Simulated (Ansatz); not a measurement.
Consider Sn vacancy in rutile SnO2, charge state -4. Level of theory: PBE, PAW (plane waves to 420 eV; Ansatz, a first-principles code).

Settings: 72 host sites, the relaxed PBE lattice, one k-point at (0.250, 0.250, 0.250), smearing 0.01 eV, spin-restricted, no image-charge correction. Energies are static. The charge state is imposed; whether it is stable for some Fermi level was not computed. Forms of the defect that were not tried may lie lower.

Barriers: single points on a 2×2×2 k-point mesh shifted by half a step at the bands' geometries.

The step: one Sn atom jumps into the vacancy from a nearby Sn site. Atoms about the jump, Cartesian Å from the middle of the jump, before and after:

| atom | x0 | y0 | z0 | x1 | y1 | z1 |
|---|---|---|---|---|---|---|
| Sn1 | -1.17 | -1.17 | 0.79 | 1.17 | 1.17 | -0.79 |
| O2 | -0.32 | -0.33 | -0.79 | -0.21 | -0.21 | -0.92 |
| O3 | 2.20 | 0.21 | 0.96 | 2.20 | 0.31 | 0.84 |
| O4 | 0.20 | 2.20 | 0.96 | 0.31 | 2.19 | 0.83 |
| O5 | 2.20 | 0.21 | -2.55 | 2.22 | 0.33 | -2.44 |
| O6 | -0.30 | -0.30 | 2.46 | -0.21 | -0.21 | 2.59 |
| O7 | 0.28 | -2.70 | 0.84 | 0.32 | -2.74 | 0.84 |
| Sn8 | 1.20 | 1.21 | 2.36 | 1.17 | 1.17 | 2.46 |
| O9 | 2.72 | -2.20 | -0.79 | 2.70 | -2.13 | -0.80 |
| O10 | 0.21 | 2.20 | -2.54 | 0.33 | 2.22 | -2.44 |
| O11 | 2.73 | 2.73 | -0.79 | 2.68 | 2.67 | -0.80 |
| Sn12 | 3.58 | -1.17 | 0.84 | 3.62 | -1.21 | 0.83 |
| O13 | -2.70 | 0.28 | 0.84 | -2.73 | 0.32 | 0.83 |
| Sn14 | -1.17 | -1.17 | -2.37 | -1.21 | -1.21 | -2.32 |
| O15 | 0.28 | -2.70 | -2.42 | 0.29 | -2.71 | -2.42 |
| O16 | -2.18 | -2.18 | -0.79 | -2.21 | -2.20 | -0.92 |
| Sn17 | 1.20 | -3.62 | -0.79 | 1.17 | -3.58 | -0.75 |
| O18 | -2.20 | 2.73 | -0.79 | -2.13 | 2.70 | -0.80 |
| Sn19 | 1.21 | 1.21 | -3.94 | 1.18 | 1.18 | -4.02 |
| Sn20 | 3.58 | -1.17 | -2.42 | 3.62 | -1.21 | -2.41 |
| Sn21 | -1.17 | 3.58 | 0.84 | -1.21 | 3.62 | 0.83 |
| O22 | 4.61 | -0.31 | -0.79 | 4.55 | -0.28 | -0.80 |
| O23 | 2.74 | -2.22 | 2.48 | 2.70 | -2.13 | 2.47 |

Task: Where do these atoms stand at the saddle point, and how high is it?

Result: 
```json
[
 {"atom": "Sn1", "x": "0.68", "y": "0.13", "z": "-0.04"},
 {"atom": "O2", "x": "-0.77", "y": "0.05", "z": "-1.21"},
 {"atom": "O3", "x": "2.30", "y": "0.24", "z": "1.04"},
 {"atom": "O4", "x": "0.30", "y": "2.01", "z": "0.89"},
 {"atom": "O5", "x": "1.99", "y": "0.11", "z": "-2.20"},
 {"atom": "O6", "x": "-0.11", "y": "-0.20", "z": "2.40"},
 {"atom": "O7", "x": "0.47", "y": "-2.45", "z": "0.72"},
 {"atom": "Sn8", "x": "1.22", "y": "1.29", "z": "2.66"},
 {"atom": "O9", "x": "2.73", "y": "-2.15", "z": "-0.75"},
 {"atom": "O10", "x": "0.32", "y": "2.33", "z": "-2.43"},
 {"atom": "O11", "x": "2.71", "y": "2.74", "z": "-0.74"},
 {"atom": "Sn12", "x": "3.75", "y": "-1.27", "z": "0.86"},
 {"atom": "O13", "x": "-2.73", "y": "0.31", "z": "0.84"},
 {"atom": "Sn14", "x": "-1.38", "y": "-1.35", "z": "-2.51"},
 {"atom": "O15", "x": "0.30", "y": "-2.64", "z": "-2.44"},
 {"atom": "O16", "x": "-2.15", "y": "-2.29", "z": "-0.94"},
 {"atom": "Sn17", "x": "1.18", "y": "-3.61", "z": "-0.79"},
 {"atom": "O18", "x": "-2.14", "y": "2.69", "z": "-0.81"},
 {"atom": "Sn19", "x": "1.14", "y": "1.15", "z": "-3.79"},
 {"atom": "Sn20", "x": "3.59", "y": "-1.18", "z": "-2.38"},
 {"atom": "Sn21", "x": "-1.17", "y": "3.54", "z": "0.81"},
 {"atom": "O22", "x": "4.56", "y": "-0.29", "z": "-0.77"},
 {"atom": "O23", "x": "2.75", "y": "-2.17", "z": "2.47"}
]
```
It lies 2.69 eV above the start and 2.69 eV above the end. The saddle point's order was not checked. Symmetry-equivalent saddle points exist between the same ends.
